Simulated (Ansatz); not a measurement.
**Several settings converged on Cl (Cmce, 4 atoms in the cell)**

```
Cl
1.0
    2.24672    -3.12936     0.00000
    2.24672     3.12936     0.00000
    0.00000     0.00000     8.28478
Cl
4
Cartesian
  3.94075   0.00000   7.43145
  2.79941   0.00000   3.28906
  1.69403   0.00000   4.99572
  0.55269   0.00000   0.85333
```

Base method: PBEsol, default PAW files made with PBE (plane waves; Ansatz, a program for electronic structure).

Base settings: basis.ecutwfc = 420 eV; kpoints.mp_grid.grid = 7 7 3; hamiltonian.xc = pbesol; hamiltonian.pseudopotentials = {kind: paw} (the program's default PAW files); scf.occupations.method = fermi_dirac; scf.occupations.width = 0.01 eV.

The count of work is k-points × plane waves × bands × iterations; it is no time. 

**Zone-centre phonons against the mesh**

In this ladder: scf.occupations.method = fixed; scf.occupations.width = default; phonons.method = dfpt; phonons.dielectric = true; phonons.rigid_motions = translations.

Frequencies are those of the unrelaxed cell, without the LO-TO term of polar crystals.

Only quantities that move along the ladder and can be compared are tabulated.

```tsv
kpoints.mp_grid.grid	highest zone-centre frequency (cm⁻¹)
3 3 1	468.9
3 3 2	475.1
4 4 2	475.5
6 6 3	475.2
9 9 4	475.2
11 11 5	475.2
```

Coarsest kpoints.mp_grid.grid that holds the highest zone-centre frequency within 2 cm⁻¹ of the last step, with all finer ones: 3 3 2; the step before is off by 6.3 cm⁻¹.

**The size of the supercell around a displaced atom**

On Cl (Cmce, 8 atoms in the cell), and larger cells.

Steps: 2 x 1 x 1 supercell, one Cl atom moved by 0.02 angstrom along z; 2 x 2 x 1 supercell, one Cl atom moved by 0.02 angstrom along z; and so on, with the mesh thinned in proportion.

Only quantities that move along the ladder and can be compared are tabulated.

```csv
atoms,largest change of a force by the displacement (eV/Å),count of work / last
8,0.2323,0.075
16,0.2309,0.12
32,0.2313,0.39
48,0.2312,1.0
```

Smallest size that holds the largest change of a force by the displacement within 0.001 eV/Å of the last step, with all finer ones: 16, at 0.12 of the last step's count of work; the step before is off by 0.0011 eV/Å.

On the base run: the starting cell has typed, rounded lattice constants, without a prior relaxation at this level. Its lattice was rescaled by up to half a per cent.

Left out of this page: 1 run of the series stopped by limits of time or memory.

Keys are those of Ansatz 0.2.
